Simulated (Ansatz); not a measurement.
An input for Ansatz (LDA) and the part of its output that reports the quasi-harmonic study. Lengths are of the primitive cell. 

Ansatz 0.2 input:
```yaml
crystal:
  lattice:
    - [0.0, 1.9988514338, 1.9988514338]
    - [1.9988514338, 0.0, 1.9988514338]
    - [1.9988514338, 1.9988514338, 0.0]
  atoms:
    - { symbol: Ag, position: [0.0, 0.0, 0.0] }
kpoints:
  mp_grid: { grid: [16, 16, 16] }
hamiltonian:
  xc: lda
  pseudopotentials: { kind: paw }
scf:
  occupations: { method: methfessel_paxton, width: 0.15 }
phonons:
  method: dfpt
  qmesh: [4, 4, 4]
  temperatures: { t_max: 1000, t_step: 25 }
  thermal_expansion: {}
checkpoint:
  write: run
```

```
--- Thermal expansion: 11 cells in 3 rounds, 0 GPa ---
  no lower state was reached at cell 4; its state was not examined: fill_not_monotonic
  without vibrations: a 2.82921, b 2.82921, c 2.82921 Å, V 16.0133 Å³, B 139.60 GPa
  at 0 K: a 2.83313, b 2.83313, c 2.83313 Å, V 16.0799 Å³, B 137.40 GPa
  zero-point expansion: a +0.139, b +0.139, c +0.139, V +0.416 %
      T/K        a/Å        b/Å        c/Å       V/Å³ | expansion of a, b, c, V (1e-6/K)   | that of V in the mean from 25 °C | C_P, C_V (J/mol K of the cell) | B_T, B_S (GPa)
     0.00    2.83313    2.83313    2.83313    16.0799 |    0.00    0.00    0.00    0.00 |   36.56 |     0.000     0.000 |   137.40   137.40
   100.00    2.83488    2.83488    2.83488    16.1097 |   12.45   12.45   12.45   37.34 |   45.77 |    19.662    19.479 |   135.16   136.43
   200.00    2.83896    2.83896    2.83896    16.1794 |   15.62   15.62   15.62   46.85 |   48.71 |    24.061    23.501 |   131.01   134.14
   298.15    2.84350    2.84350    2.84350    16.2571 |   16.84   16.84   16.84   50.52 |       - |    25.362    24.419 |   126.68   131.58
   375.00    2.84726    2.84726    2.84726    16.3218 |   17.59   17.59   17.59   52.76 |   51.76 |    25.995    24.731 |   123.15   129.45
   475.00    2.85241    2.85241    2.85241    16.4105 |   18.53   18.53   18.53   55.59 |   53.33 |    26.684    24.966 |   118.39   126.54
   575.00    2.85784    2.85784    2.85784    16.5044 |   19.54   19.54   19.54   58.61 |   54.94 |    27.346    25.119 |   113.42   123.48
   675.00    2.86359    2.86359    2.86359    16.6042 |   20.66   20.66   20.66   61.99 |   56.64 |    28.042    25.235 |   108.22   120.26
   775.00    2.86969    2.86969    2.86969    16.7106 |   21.95   21.95   21.95   65.86 |   58.49 |    28.810    25.333 |   102.77   116.88
   875.00    2.87621    2.87621    2.87621    16.8247 |   23.47   23.47   23.47   70.41 |   60.52 |    29.685    25.419 |    97.03   113.31
   975.00    2.88322    2.88322    2.88322    16.9481 |   25.29   25.29   25.29   75.87 |   62.79 |    30.711    25.500 |    90.97   109.56
  the static fit leaves 0.001 meV an atom of the energies and, of the stresses, 0.001 GPa of each cell's largest along a strain (root mean squares over the cells), whose Pulay part it has at -0.012 GPa
  vibrations' free energy: its fit leaves 0.0004 meV an atom at the most
  the electrons' free energy at temperature is in it; its fit leaves 0.0002 meV an atom at the most
  free energies summed between the sampled wave vectors
  estimated error of the fitted expansion in any direction: up to 0.097e-6/K, at 1000 K (an estimate, not a bound: it was exceeded on models of known expansion)
  by sums over the sampled wave vectors an expansion of the volume parts by up to 2.93e-6/K
  by a static energy of one degree less an expansion of the volume parts by up to 0.22e-6/K
```

Warnings of the run: thermal_expansion_settings.

Cost: roughly 50 core-minutes.

Whether this phase is the stable one at each condition was not tested.

The PAW data sets were generated under PBE and serve the other functionals too.

Ansatz is a program for electronic structure.
